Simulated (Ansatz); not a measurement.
**CoSi2 under a change: 3 layers**

The reference is CoSi₂ (space group Fm-3m, No. 225; a = 5.3147 Å; non-magnetic). Axes: x, y, z lie along the cube axes.

It is then changed as follows: a free-standing slab of 3 layers (9 atoms, 3 a layer) is cut normal to [111], with 15 Å of vacuum and the in-plane cell held at bulk.

All numbers come from Ansatz (an electronic-structure program), r2SCAN, PAW, cutoff 500 eV, no SOC, earlier PAW set. k-mesh 14×14×1 (Γ-centred); smearing 0.05 eV (Fermi–Dirac), for the changed cell.

| quantity | base | changed | shift |
|---|---|---|---|
| band gap | zero | zero | – |
| excess energy per area of both faces (slab less bulk energy over the cell's area: twice a surface energy) (uncertain by up to 0.1 J/m²) | – | 3.5 J/m² | – |
| thickness between the outermost nuclei | – | 7.54 Å | – |
| change of the spacing d12 from its bulk value of 0.767 Å | – | -13.5 % | – |
| change of the spacing d23 from its bulk value of 0.767 Å | – | +5.0 % | – |

The excess energy carries the mismatch between the slab's and the bulk's meshes. No phonon test of stability was made. Starting moments died away, wholly or in part, for the base; another magnetic solution may exist. All final runs are without spin polarisation. An odd electron count without spin: CoSi2.
